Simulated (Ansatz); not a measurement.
An Ansatz (an electronic-structure program) run: Si with a change (uniaxial strain ε_zz = +2.00 %); Kohn–Sham DFT with the PBEsol functional, run in Ansatz with PAW and 420 eV plane waves, spin-orbit coupling left out.

Input:

Ansatz 0.2 input:
```yaml
crystal:
  lattice:
    - [0, 2.7168804607, 2.7712180699]
    - [2.7168804607, 0, 2.7712180699]
    - [2.7168804607, 2.7168804607, 0]
  atoms:
    - { symbol: Si, position: [0, 0, 0] }
    - { symbol: Si, position: [0.25, 0.25, 0.25] }
basis: { ecutwfc: 420, ecutrho_ratio: 4, xc_grid: 2, fft_grid_basis: typed }
kpoints: { mp_grid: { grid: [11, 11, 11] } }
hamiltonian:
  xc: pbesol
  dispersion: none
  pseudopotentials: { kind: paw }
scf: { occupations: { method: fermi_dirac, width: 0.05 }, convergence: { dr2_threshold: 0.0000000002 } }
relax: { f_tol: 0.005, max_steps: 50 }
output: { forces: true, stress: true }
checkpoint: { write: state.ck, write_every: 1000 }
```

Output (explanatory and most iteration lines left out):

```
Relaxation: its limit of steps is 50 (relax.max_steps)
Pseudopotential: Si, paw, valence charge 4
Crystal: 2 atoms, lattice volume = 40.911 Å³
Basis set: ecut = 420 eV, 805 PW (Γ), exchange–correlation on 54×54×54 points (8 copies of the dense FFT grid, shifted against one another)
Bands: 8, of which v1, the nominal top of the filled ones, is band 4 counted from 1 (3 counted from 0)
Symmetry: 16 space group operations
Space group: I41/amd (ITA 141), of the structure as read, at distance tolerance 3.4e-5 Å
k-points: 126 of 1331
Functional: x = pbesol(κ = 0.804, μ = 0.12345679012345678), c = pbesol(β = 0.046)
SCF iter   1: F=—  HF=-1242.977730 eV  |F-HF|=—  |Δ(HF+E_count)|=         —  Δρ=3.08e-3  dr2=4.61e-3  ethr=1.77e-3  ⟨swp⟩=6.0  Hψ=8956  notcnv=0
SCF iter   2: F=—  HF=-1242.977039 eV  |F-HF|=—  |Δ(HF+E_count)|=   6.91e-4  Δρ=1.18e-3  dr2=5.62e-4  ethr=5.76e-5  ⟨swp⟩=2.1  Hψ=2280  notcnv=0
SCF 1 converged in 6 iterations: F = -1242.977010 eV  dr2 = 1.41e-11
relax step   1: F+E_penalty+E_count = -1242.97700956 eV  Δ(F+E_penalty+E_count) = +0.000e0 eV  max|allowed force component| = 2.776e-17 eV/Å  Δτ_max = 0.0000 Å  (6 SCF iters, accepted)
SCF converged after 6 iterations
Free energy (F): -1242.977010 eV
Internal energy: -1242.976954 eV  (E = F + TS)
E sigma→0 (E₀):  -1242.976982 eV
Entropy (-TS):   -0.000055 eV (-0.028 meV/atom)
Fermi energy:    6.196294 eV
--- Forces (eV/Å), atoms counted from 1 ---
  atom   1  Si    -0.00000000     0.00000000     0.00000000
  atom   2  Si     0.00000000    -0.00000000     0.00000000
--- Stress (GPa, compression-positive) ---
       -1.155501       0.000000       0.000000
        0.000000      -1.155501       0.000000
        0.000000      -0.000000      -3.077859
  P = ⅓ Tr σ = -1.7963 GPa (-17.963 kbar)
--- Relaxed structure (1 steps of the walk, 1 accepted, 0 SCFs on fresh bases) ---
  atoms:
    - { symbol: Si, position: [0.0, 0.0, 0.0] }
    - { symbol: Si, position: [0.24999999999999994, 0.24999999999999994, 0.25000000000000006] }
```

Stability against distortions was not tested. The cell was made from Si in the diamond structure (space group Fd-3m, No. 227) by this change: uniaxial strain ε_zz = +2.00 %.
